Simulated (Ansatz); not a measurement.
The parent structure is TaN in the rock salt structure (space group Fm-3m, No. 225; a = 4.375 Å).

Method: Kohn–Sham DFT with the PBEsol functional, run in Ansatz (an electronic-structure program) with PAW and 420 eV plane waves, without spin-orbit coupling, earlier PAW set.

For the base:

| Quantity | Value |
|---|---|
| Lattice parameter a | 4.375 Å |

Modification: C takes the place of N on all its sites, then cell and atoms are relaxed.

Tabulated Pauling electronegativity and covalent radius: N 3.04, 0.71 Å; C 2.55, 0.76 Å.

Task: How does this affect the lattice parameter a?

Result: The lattice parameter a grows by 0.065 Å (4.375 Å → 4.440 Å).

No phonon test of stability was made. The final runs are not spin-polarised. An odd electron count without spin: TaC. This is not the structure that TaN has at room temperature and ambient pressure.
